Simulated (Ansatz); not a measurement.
Response to strain and stress in CdS

Consider CdS in the zinc blende structure (space group F-43m, No. 216; a = 5.825 Å). Axes: x, y, z lie along the cube axes.

Strains are applied to the cell and any free atomic positions relax; under stress the whole cell relaxes.

Calculations: Ansatz (a program for electronic structure), PBEsol, PAW, cutoff 420 eV, scalar-relativistic without spin-orbit coupling, earlier PAW set.

Candidates:
(a) uniaxial stress, 2 GPa tension along z
(b) isotropic strain +1.32 %
(c) isotropic strain +5.91 %

For the base:

Band gap: 1.01 eV

**Question.** Order them by band gap, lowest first.

**Answer.** (c) isotropic strain +5.91 % (0.65 eV), (a) uniaxial stress, 2 GPa tension along z (0.89 eV), (b) isotropic strain +1.32 % (0.93 eV)

Stability under load was not tested beyond the relaxation.
